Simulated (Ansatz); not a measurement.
Input and output of a self-consistent single point for MgB2 (P6/mmm, 3 atoms in the cell) (Ansatz, a quantum-chemistry and plane-wave program).

Level of theory: BLYP, default PAW files made with PBE (plane waves; Ansatz).

```
MgB2
1.0
    3.11207     0.00000     0.00000
   -1.55604     2.69513     0.00000
    0.00000     0.00000     3.57756
Mg B
1 2
Direct
  0.00000   0.00000   0.00000
  0.66667   0.33333   0.50000
  0.33333   0.66667   0.50000
```

Reference input (self-consistent single point, DFT, PBE, plane waves, default PAW files): kpoints.mp_grid.grid = 8 8 6; hamiltonian.xc = pbe; hamiltonian.pseudopotentials = {kind: paw} (the program's default PAW files); scf.occupations.method = cold; scf.occupations.width = 0.02 Ry. This run's input differs from it in these lines:

Ansatz 0.2 input:
```diff
@@ -13,3 +13,3 @@
 hamiltonian:
-  xc: pbe
+  xc: blyp
   pseudopotentials: { kind: paw }
```

The program printed (abridged):

```
SCF iter   1: F=—  HF=-2239.906484 eV  |F-HF|=—  |Δ(HF+E_count)|=         —  Δρ=1.25e-2  dr2=7.27e-2  ethr=1.77e-3  ⟨swp⟩=5.0  Hψ=2525  notcnv=0
all-band conjugate gradients solve this SCF's bands
preconditioner: auto → none
SCF iter   2: F=—  HF=-2239.889634 eV  |F-HF|=—  |Δ(HF+E_count)|=   1.69e-2  S|Δr|=    0.00e0  Δρ=6.69e-3  dr2=2.26e-2  ethr=4.54e-4  ⟨swp⟩=1.0  Hψ=800  notcnv=0
SCF iter   3: F=—  HF=-2239.882349 eV  |F-HF|=—  |Δ(HF+E_count)|=   7.28e-3  S|Δr|=    0.00e0  Δρ=7.29e-4  dr2=1.36e-4  ethr=1.41e-4  ⟨swp⟩=2.0  Hψ=606  notcnv=0
SCF iter   4: F=—  HF=-2239.882307 eV  |F-HF|=—  |Δ(HF+E_count)|=   4.16e-5  S|Δr|=    0.00e0  Δρ=1.48e-4  dr2=1.09e-5  ethr=8.48e-7  ⟨swp⟩=2.3  Hψ=698  notcnv=0
SCF iter   5: F=—  HF=-2239.882308 eV  |F-HF|=—  |Δ(HF+E_count)|=   4.96e-7  S|Δr|=    0.00e0  Δρ=3.05e-5  dr2=5.30e-7  ethr=6.82e-8  ⟨swp⟩=2.6  Hψ=754  notcnv=0
SCF iter   6: F=-2239.882308 eV  HF=-2239.882308 eV  |F-HF|=3.34e-9  |Δ(HF+E_count)|=   8.75e-8  S|Δr|=    0.00e0  Δρ=5.05e-6  dr2=7.24e-9  ethr=6.25e-10  ⟨swp⟩=5.5  Hψ=2132  notcnv=0
SCF 1 converged in 6 iterations: F = -2239.882308 eV  dr2 = 7.24e-9
Stability not checked (fill_not_monotonic)
Free energy (F): -2239.882308 eV
Internal energy: -2239.873234 eV  (E = F + TS)
E sigma→0 (E₀):  -2239.879283 eV
Entropy (-TS):   -0.009074 eV (-3.025 meV/atom)
Fermi energy:    9.361440 eV
--- Forces (eV/Å), atoms counted from 1 ---
  atom   1  Mg     0.00000000    -0.00000000     0.00000000
   [... zero for the other atoms too ...]
--- Stress (GPa, compression-positive) ---
       -3.665630      -0.000000       0.000000
       -0.000000      -3.665630       0.000000
        0.000000       0.000000      -2.638775
  P = ⅓ Tr σ = -3.3233 GPa (-33.233 kbar)
  The stress holds the Pulay correction. Without it, at fixed plane waves, as pw.x and ABINIT print it: P = -3.5056 GPa
```

The run converged in 6 iterations. Against the reference run the pressure goes from -5.22 to -3.32 GPa.

The starting cell comes from a database of computed structures (which also holds hypothetical and non-ambient phases and stackings), without a prior relaxation at this level. Its lattice was rescaled by a random factor within 2.5 % of one. With a pressure of about -3 GPa the cell is away from its equilibrium volume at this level. Ansatz's pressure includes its estimate of the finite-basis (Pulay) stress.
